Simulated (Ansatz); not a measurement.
## hypothetical Pm-3n BN with two functionals, isotropic strain −1.56 %

Take BN (space group Pm-3n, No. 223; a = 4.440 Å; a hypothetical phase, not in the database extracts checked) as the base.

(Cell as relaxed with PBE.)

Levels (all Ansatz, an electronic-structure program, PAW): PBE (420 eV, no SOC); PBEsol (420 eV, no spin-orbit coupling).

Each level relaxes its own structure.

| base | PBE | PBEsol |
|---|---|---|
| volume per atom | 7.29 Å³ | 7.19 Å³ |
| lattice parameter a | 4.440 Å | 4.419 Å |
| band gap | 4.55 eV | 4.39 eV |

Modification: the cell is scaled by 0.9844 in all directions, atoms relaxed at fixed cell.

```tsv
quantity	PBE	PBEsol
band gap	4.58 eV	[?]
smallest direct gap	5.02 eV	[?]
```

Predict the PBEsol column.


- band gap, PBEsol: 4.40 eV
- smallest direct gap, PBEsol: 4.84 eV

PBE's band gap lies 0.18 eV above PBEsol's; PBE's smallest direct gap lies 0.18 eV above PBEsol's. Neither level is exact; PBEsol is the comparison here, not a measurement.

No phonon test of stability was made.
